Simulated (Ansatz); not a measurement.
The starting structures come from a database of crystals and need not be the phases stable at ambient conditions.

 Where the default PAW files enter, the runs use the earlier of Ansatz's two default sets.

## Evanescent states of BaTi(BO$_{3}$)$_{2}$ (R-3, not sure to be the ambient phase, 10 atoms a cell, 12.5 Å³ an atom, -5 GPa at this level) along the normal of (110)

Method: r2SCAN (plane waves, PAW; Ansatz, a quantum-chemistry and plane-wave program).

The gap is the functional's own. No spin-orbit coupling. Mid-gap values are interpolated on the energy grid.

Energies count from the valence-band top; κ is the least over a 6×4 mesh across the current.

```
E (eV)  κ (1/Å)  where
------  -------  -----
0.07      0.202  off Γ
0.21      0.271      Γ
0.35      0.291      Γ
0.49      0.306      Γ
0.63      0.319      Γ
0.77      0.329      Γ
0.91      0.337      Γ
1.05      0.343      Γ
1.19      0.348      Γ
1.33      0.352      Γ
1.47      0.354      Γ
1.61      0.354      Γ
1.75      0.353      Γ
1.89      0.350      Γ
2.03      0.345      Γ
2.17      0.336      Γ
2.31      0.323      Γ
2.45      0.304      Γ
2.59      0.270      Γ
2.73      0.196      Γ
```

Question: How thick must the barrier be to attenuate the transmission by 10^4 when the electrodes' Fermi level lies at 2.17 eV, and what attenuation does that film give at 0.91 eV?

Answer: d = 4 ln 10 / (2 × 0.336) = 13.7 Å. At 0.91 eV it gives 4 × 0.337/0.336 = 4.0 decades.
